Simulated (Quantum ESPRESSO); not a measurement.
# Converging the k-point mesh at a smearing width of 0.02 eV: Mo (Im-3m, 1 atom in the cell)

```yaml
crystal:
  lattice:
    - [1.56713, 1.56713, 1.56713]
    - [-1.56713, 1.56713, 1.56713]
    - [-1.56713, -1.56713, 1.56713]
  atoms:
    - { symbol: Mo, position: [0.00000, 0.00000, 0.00000] }
```

Level of theory: LDA (PZ), GBRV 1.5 ultrasoft (LDA) pseudopotentials (plane waves; Quantum ESPRESSO).

Base settings: ecutwfc = 40 Ry; ecutrho = 320 Ry; occupations = smearing; smearing = fermi-dirac; degauss = 0.0073499 Ry; potentials = {Mo: mo_lda_v1.uspp.F.UPF}; K_POINTS = automatic 15 15 15 0 0 0; conv_thr = 1e-09 Ry.

In this ladder: degauss = 0.00147 Ry.

Only quantities that move along the ladder and can be compared are tabulated.

The count of work is k-points × plane waves × bands × iterations; it is no time. 

The starting cell has typed, rounded lattice constants, without a prior relaxation at this level. Its lattice was rescaled by up to half a per cent. Spin polarisation is off. In the base run, with a pressure of about -6 GPa the cell is away from its equilibrium volume at this level.

| K_POINTS | free energy less the last step's (meV/atom) | pressure (GPa) | count of work / last |
|---|---|---|---|
| automatic 5 5 5 0 0 0 | -31.39 | -9.03 | 0.011 |
| automatic 6 6 6 0 0 0 | -65.43 | -6.63 | 0.016 |
| automatic 8 8 8 0 0 0 | 24.77 | -5.67 | 0.030 |
| automatic 9 9 9 0 0 0 | -16.30 | -6.73 | 0.030 |
| automatic 11 11 11 0 0 0 | 25.14 | -6.35 | 0.048 |
| automatic 13 13 13 0 0 0 | -2.85 | -6.81 | 0.097 |
| automatic 16 16 16 0 0 0 | -5.16 | -6.51 | 0.15 |
| automatic 19 19 19 0 0 0 | -0.18 | -6.43 | 0.19 |
| automatic 29 29 29 0 0 0 | 1.13 | -6.30 | 0.70 |
| automatic 35 35 35 0 0 0 | 0.00 | -6.37 | 1.0 |

Coarsest K_POINTS that holds the pressure within 0.2 GPa of the last step, with all finer ones: automatic 16 16 16 0 0 0, at 0.15 of the last step's count of work; the step before is off by 0.45 GPa.

Coarsest K_POINTS that holds the free energy within 2 meV/atom: not settled: the last two steps still differ by 1.1 meV/atom, over half the tolerance, so the ladder does not show it.
